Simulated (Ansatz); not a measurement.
Take SiC in the wurtzite structure (space group P6_3mc, No. 186; a = 3.076 Å, c = 5.048 Å) as the base.

Levels (all Ansatz, a quantum-chemistry and plane-wave program, PAW): PBEsol (420 eV, without spin-orbit coupling); r2SCAN (500 eV, scalar-relativistic without spin-orbit coupling).

Its gap is 2.12 eV with PBEsol and 2.65 eV with r2SCAN.

Now apply this change: Ge takes the place of C on all its sites, then cell and atoms are relaxed.

With PBEsol the gap becomes 0.35 eV.

**Question.** If the r2SCAN correction stayed the same, what would the r2SCAN gap be, and what does the r2SCAN run give?

**Answer.** A rigid correction of +0.53 eV gives 0.88 eV. The r2SCAN run gives 0.65 eV, so the correction itself changes by -0.23 eV.

Single points use the geometry relaxed with PBEsol. Whether these cells are dynamically stable was not tested. For SiGe in this form, whether it has been made was not checked.
